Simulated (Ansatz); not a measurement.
# Sb (model structure, I-43m, No. 217, 4 atoms in the cell)

The numbers are results of r²SCAN in Ansatz (PAW), not measurements.

Run with plane-wave cutoff 560 eV, 8×8×8 k mesh, Fermi–Dirac smearing 0.01 eV, scalar-relativistic PAW data made under PBE.

Cell (relaxed with PBE-D3(BJ)):

```xyz
4
Lattice="-3.3044 3.3044 3.3044 3.3044 -3.3044 3.3044 3.3044 3.3044 -3.3044" Properties=species:S:1:pos:R:3 pbc="T T T"
Sb    -2.2821     2.2821     2.2821
Sb     2.2821    -2.2821     2.2821
Sb     2.2821     2.2821    -2.2821
Sb     1.0223     1.0223     1.0223
```

```
Item       Result
--------  -------
band gap  0.26 eV
```

Note: the relaxation could raise the start's symmetry but not lower it, so the cell can be a saddle point; cell and atoms aren't relaxed at this level (largest force component 0.30 eV/Å, pressure 1.2 GPa).

Spin–orbit coupling is not included; it can close the smallest gap of 0.26 eV.

The computed numbers hold no vibrational or temperature effects.

A model structure was made by putting elements into a prototype or built by hand; it is no filed structure, need not be a known phase, and can be a saddle point held by its symmetry.

Ansatz is a quantum-chemistry and plane-wave program.
